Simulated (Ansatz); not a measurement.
**BeTe (model structure, started from the NiAs type, P6₃/mmc, No. 194, 4 atoms in the cell): properties by level of theory**

```csv
level (code),lattice parameter a (Å),c axis length (Å),cohesive energy (eV/atom)
LDA (Ansatz),[?],5.921,3.66
PBE (Ansatz),3.856,6.002,2.94
PBE-D3(BJ) (Ansatz),3.793,5.915,[?]
r²SCAN (Ansatz),[?],6.014,2.93
r²SCAN+rVV10 (Ansatz),3.846,5.998,[?]
```

Q: Complete the blanks.

A: 
- LDA (Ansatz, an electronic-structure program), lattice parameter a (Å): 3.779
- PBE-D3(BJ) (Ansatz), cohesive energy (eV/atom): 3.34
- r²SCAN (Ansatz), lattice parameter a (Å): 3.860
- r²SCAN+rVV10 (Ansatz), cohesive energy (eV/atom): 3.12

Ansatz's density-functional and Hartree–Fock values are scalar-relativistic unless marked +SOC, with PAW data made under PBE.

The computed numbers hold no vibrational or temperature effects.

A model structure was made by putting elements into a prototype or built by hand; it is no filed structure, need not be a known phase, and can be a saddle point held by its symmetry.
